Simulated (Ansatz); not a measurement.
Consider MgTe in the zinc blende structure (space group F-43m, No. 216; a = 6.439 Å). Axes: x, y, z lie along the cube axes.

Computed with PBEsol/PAW in Ansatz (an electronic-structure program), spin-orbit coupling left out.

Perturbation: a pure shear with ε_xy = ε_yx = 0.0143; the atoms relax in the strained cell.

Question: Predict the stress tensor and what it implies for the stiffness.

Answer: Stress of the strained cell less that of the base (GPa, compression positive):
```
   0.00   -0.47    0.00
  -0.47    0.00    0.00
   0.00    0.00   -0.02
```

Then −Δσ/γ with γ = 2ε = 0.0286 gives secant stiffness values (nonlinear terms included at this strain): C66 ≈ 16 GPa.

Whether these cells are dynamically stable was not tested.
